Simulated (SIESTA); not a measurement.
A self-consistent single point of NaLiICl (P1, 4 atoms in the cell) with SIESTA.

Method of the run: GGA PBEsol, numerical atomic orbitals DZP, PseudoDojo PBEsol standard norm-conserving potentials (rewritten from UPF to PSML) in SIESTA.

```
NaLiICl
1.0
    4.09164     0.00000     0.00000
    0.00000     4.09164     0.00000
    0.00000     0.00000     6.21534
Na Li I Cl
1 1 1 1
Direct
  0.49334   0.48004   0.51119
  0.00176   0.01843   0.99629
  0.49678   0.47942   0.99479
  0.00812   0.02211   0.49772
```

Reference input (self-consistent single point, DFT, LDA PW92, numerical atomic orbitals DZP, PseudoDojo LDA standard norm-conserving potentials (rewritten from UPF to PSML)): XC.functional = LDA; XC.authors = PW92; potentials = PseudoDojo LDA standard; PAO.BasisSize = DZP; PAO.EnergyShift = 0.005 Ry; MeshCutoff = 350 Ry; kgrid.MonkhorstPack = 4 4 3; OccupationFunction = FD; ElectronicTemperature = 10 meV; PAO.Polarization.NonPerturbative = true; MaxSCFIterations = 150; SCF.Mixer.Method = Pulay. This run's input differs from it in these lines:

```diff
@@ -1,2 +1,2 @@
-# files in the folder: Na.psml Li.psml I.psml Cl.psml (PseudoDojo LDA standard)
+# files in the folder: Na.psml Li.psml I.psml Cl.psml (PseudoDojo PBEsol standard)
 SystemName  NaLiICl
@@ -26,4 +26,4 @@
 
-XC.functional                LDA
-XC.authors                   PW92
+XC.functional                GGA
+XC.authors                   PBEsol
 PAO.BasisSize                DZP
```

The program printed (abridged):

```
        iscf     Eharris(eV)        E_KS(eV)     FreeEng(eV)     dDmax    Ef(eV) dHmax(eV)
   scf:    1    -2239.412580    -2238.801438    -2238.801438  0.541933 -5.806546  2.488350
   scf:    2    -2238.897743    -2238.851154    -2238.851154  0.014130 -5.982923  2.182257
   scf:    3    -2238.968661    -2238.933235    -2238.933235  0.049531 -6.722944  0.895849
   scf:    4    -2238.934483    -2238.935532    -2238.935532  0.021940 -4.946059  0.256712
   scf:    5    -2238.938196    -2238.937133    -2238.937133  0.005940 -4.947777  0.074659
   scf:    6    -2238.937349    -2238.937267    -2238.937267  0.002756 -4.945785  0.017137
   scf:    7    -2238.937263    -2238.937265    -2238.937265  0.000849 -4.935796  0.017378
   scf:    8    -2238.937277    -2238.937274    -2238.937274  0.000685 -4.941625  0.000974
   scf:    9    -2238.937274    -2238.937274    -2238.937274  0.000174 -4.941561  0.000407
   scf:   10    -2238.937274    -2238.937274    -2238.937274  0.000022 -4.941400  0.000493
SCF Convergence by DM+H criterion
max |DM_out - DM_in|         :     0.0000219387
max |H_out - H_in|      (eV) :     0.0004929304
SCF cycle converged after 10 iterations

Using DM_out to compute the final energy and forces

siesta: E_KS(eV) =            -2238.9373

siesta: E_KS - E_eggbox =     -2238.9373

siesta: Atomic forces (eV/Ang):
     1    0.087071    0.157749   -0.206853
     2   -0.025288   -0.195418    0.001844
     3    0.044661    0.248615    0.203986
     4   -0.085916   -0.214804    0.017518
   Tot    0.020527   -0.003859    0.016495
   Max    0.248615
   Res    0.150922    sqrt( Sum f_i^2 / 3N )
   Max    0.248615    constrained

Stress tensor Voigt[x,y,z,yz,xz,xy] (kbar):        3.49        4.68        9.67       -0.30       -0.15       -2.09
(Free)E + p*V (eV/cell)    -2239.3236
   [... lines left out ...]
siesta: FreeEng =     -2238.937274
   [... lines left out ...]
siesta:     0.002180   -0.001302   -0.000091
siesta:    -0.001302    0.002922   -0.000188
siesta:    -0.000091   -0.000188    0.006035

siesta: Cell volume =        104.054226 Ang**3

siesta: Pressure (static):
siesta:                Solid            Molecule  Units
siesta:          -0.00004043         -0.00005350  Ry/Bohr**3
siesta:          -0.00371229         -0.00491202  eV/Ang**3
siesta:          -5.94774478         -7.86992150  kBar
```

The run converged in 10 iterations. Against the reference run the pressure goes from -1.95 to -0.59 GPa, the largest force goes from 0.287 to 0.325 eV/Å and the gap on the mesh goes from 4.007 to 4.194 eV.

The starting cell comes from a database of computed structures (which also holds hypothetical and non-ambient phases and stackings), without a prior relaxation at this level. Its atoms were displaced at random from the sites of space group no. 123. Spin-orbit coupling is off. Values carry the incompleteness of an atom-centred basis.
